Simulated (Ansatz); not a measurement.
Adsorption energy and surface dipole of O on the 1x1 (111) surface of fcc Ag, one in a 2x1 cell, started at the site 'top Ag', worked from the runs' numbers; total energies count from the potentials' own zero.

These are PBE (plane waves to 420 eV, PAW; Ansatz, a quantum-chemistry and plane-wave program) values and carry that method's errors.

Model: 9-atom slab, 7.1 Å thick at the start under the adsorbate (thin: gaps and levels are the slab's own), 6x12x1 mesh, Fermi-Dirac 0.1 eV, dipole correction, 4 atoms held, the rest relaxed; symmetry of the start imposed; spin-polarised, no spin-orbit, no U, no dispersion correction. At the end it is bonded to 3 Ag. In PBE this state lies 0.10 eV over the lowest of the starts that converged ('hollow Ag-Ag-Ag over Ag at depth 4.7 Å').

| quantity | value |
|---|---|
| slab with the adsorbate | -61287.770 eV |
| clean slab, same cell and mesh | -60723.053 eV |
| reference, ½ O2(g) | -564.968 eV |
| area of the cell | 14.90 Å² |
| change of the step from the bottom to the top vacuum level | 2.201 eV |

Q: What is the adsorption energy against this reference?

A: E(slab + adsorbate) − E(slab) − E(reference) = 0.25 eV, so in this state the adsorbate is less stable than in the reference, at a coverage of 6.71 a nm².

Q: What dipole does adsorption add to the slab along the outward normal (Helmholtz relation, ε₀ = 0.005526 e/(V·Å))?

A: p = −ε₀·A·ΔV = -0.181 e·Å = -0.87 D; its negative end points to the vacuum, which raises the vacuum level.
